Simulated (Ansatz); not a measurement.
We consider AlZnInO4 (model structure, started from the InGaZnO4 type, R3m, No. 160, 7 atoms in the cell), described by PBEsol in Ansatz (plane waves, PAW).

Numerical settings: plane-wave cutoff 520 eV, 12×12×12 k mesh, Fermi–Dirac smearing 0.01 eV, scalar-relativistic PAW data made under PBE.

Cell (relaxed with PBEsol):

```xyz
7
Lattice="1.6280 0.9399 8.5388 -1.6280 0.9399 8.5388 0.0000 -1.8799 8.5388" Properties=species:S:1:pos:R:3 pbc="T T T"
In     0.0000     0.0000    -0.1098
Al     0.0000     0.0000     5.4510
Zn     0.0000     0.0000    20.0224
O      0.0000     0.0000     3.5645
O      0.0000     0.0000    22.5295
O      0.0000     0.0000     7.3307
O      0.0000     0.0000    18.0607
```

Q: Predict the band gap.

A: 
band gap: 1.80 eV

Note: the relaxation could raise the start's symmetry but not lower it, so the cell can be a saddle point.

Spin–orbit coupling is not included.

Computed values are for the static lattice.

A model structure was made by putting elements into a prototype or built by hand; it is no filed structure, need not be a known phase, and can be a saddle point held by its symmetry.

Ansatz is a first-principles code.
